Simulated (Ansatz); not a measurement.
# What isotropic strain +3.00 % does to InSb

Base system: InSb in the zinc blende structure (space group F-43m, No. 216; a = 6.635 Å).

It is then changed as follows: the cell is scaled by 1.0300 in all directions, atoms relaxed at fixed cell.

Method: PBE (Ansatz, a quantum-chemistry and plane-wave program, PAW, scalar-relativistic without spin-orbit coupling). k-mesh 12×12×12 (Γ-centred); smearing 0.05 eV (Fermi–Dirac).

| quantity | base | changed | shift |
|---|---|---|---|
| volume per atom | 36.51 Å³ | 39.90 Å³ | +3.39 Å³ |
| space group | F-43m (No. 216) | F-43m (No. 216) | – |
| shortest interatomic distance | 2.873 Å | 2.959 Å | +0.086 Å |
| energy relative to the base (free energy F) | 0 meV/atom | +30 meV/atom | +30 meV/atom |
| pressure | 0.0 GPa | -2.6 GPa | -2.6 GPa |
| band gap | zero | zero | – |

With Sb present, leaving out spin-orbit coupling can change the band edges. Stability against distortions was not tested. All final runs are without spin polarisation. A zero or small gap of InSb can be the functional's error rather than a property of the material.
